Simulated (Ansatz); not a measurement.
The starting structures come from a database of crystals and need not be the phases stable at ambient conditions.

Tunnelling through a barrier is set by its complex band structure: the current falls as exp(−2κd) with the smallest κ.

Data:

```yaml
crystal:
  lattice:
    - [7.53159, 0.00000, 0.00000]
    - [2.70009, 7.03095, 0.00000]
    - [2.13140, -3.71087, 6.19769]
  atoms:
    - { symbol: Rb, position: [0.75000, 0.50000, 0.75000] }
    - { symbol: Rb, position: [0.25000, 0.50000, 0.25000] }
    - { symbol: Pd, position: [0.00000, 0.00000, 0.00000] }
    - { symbol: I, position: [0.66020, 0.00000, 0.33980] }
    - { symbol: I, position: [0.33980, 0.00000, 0.66020] }
    - { symbol: Br, position: [0.20571, 0.00000, 0.20571] }
    - { symbol: Br, position: [0.79429, 0.00000, 0.79429] }
    - { symbol: Br, position: [0.79429, 0.41142, 0.20571] }
    - { symbol: Br, position: [0.20571, 0.58858, 0.79429] }
```

Space group of this cell: I4/mmm. The cell is taken as given; by PBEsol its mean pressure is -1.8 GPa.

Transport runs along the normal of the first two printed cell vectors, the (101) plane of the conventional cell.

The gap is the functional's own. No spin-orbit coupling. Mid-gap values are interpolated on the energy grid.

Problem. Give the band gap and the smallest decay constant κ at mid-gap that PBEsol (Ansatz, an electronic-structure program) yields.

Solution. Gap 0.48 eV on a 6×6×6 mesh; κ = 0.083 1/Å, at (0.500, 0.500) of the in-plane reciprocal vectors. At the zone centre, at the nearest computed energy, the slowest state has κ = 0.15 1/Å.
